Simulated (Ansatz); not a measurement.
The parent structure is BAs in the zinc blende structure (space group F-43m, No. 216).

```yaml
crystal:
  lattice:
    - [0.00000, 2.39193, 2.39193]
    - [2.39193, 0.00000, 2.39193]
    - [2.39193, 2.39193, 0.00000]
  atoms:
    - { symbol: B, position: [0.00000, 0.00000, 0.00000] }
    - { symbol: As, position: [0.25000, 0.25000, 0.25000] }
```

Cartesian axes are those of the cell as printed.

Calculations: r2SCAN in Ansatz (plane waves to 500 eV, PAW, spin-orbit coupling left out).

Strains are applied to the cell and any free atomic positions relax.

One change was made to it. Results:

The band gap shrinks by 0.17 eV to 1.21 eV; the energy rises by 1.2 meV/atom; the valence-band top at Γ (three highest levels, from the VBM) goes from 0.00, 0.00, 0.00 eV to 0.00, -0.10, -0.10 eV.

Problem. Name the change that was made.
A. uniaxial strain ε_zz = −3.00 %
B. uniaxial strain ε_zz = −0.50 %
C. uniaxial strain ε_zz = −2.00 %
D. uniaxial strain ε_zz = −1.00 %

Solution. D, uniaxial strain ε_zz = −1.00 %. For comparison, the band gap in the other runs: uniaxial strain ε_zz = −2.00 % gives 1.03 eV; uniaxial strain ε_zz = −3.00 % gives 0.86 eV; uniaxial strain ε_zz = −0.50 % gives 1.29 eV.

Whether these cells are dynamically stable was not tested.

Ansatz is a program for electronic structure.
